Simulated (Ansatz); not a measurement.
MoPt₂ (Immm, No. 71), treated with BLYP in Ansatz (plane waves, PAW).

Run with plane-wave cutoff 520 eV, 24×24×24 k mesh, Fermi–Dirac smearing 0.05 eV, no spin polarisation, scalar-relativistic PAW data made under PBE.

Computed points:

```
V (Å³/atom)  E − E_lowest (meV/atom)
-----------  -----------------------
15.557                         20.09
15.881                          4.81
16.206                          0.00
16.530                          4.43
16.854                         17.01
```

Question: Fit the third-order Birch–Murnaghan equation and give B0 and B′.

Answer: V0 = 16.206 Å³/atom, B0 = 228 GPa, B′ = 5.2 (fit to the energies at full precision).

Shape and atoms are relaxed at each volume.

Note: the relaxation could not lower the start's symmetry, so the cell can be a saddle point above a distorted one; the bulk modulus comes from volumes at which shape and atoms were relaxed.

Spin–orbit coupling is not included.

Computed values are for the static lattice.

Computing time: very roughly 80 core-minutes.

Ansatz is a first-principles code.
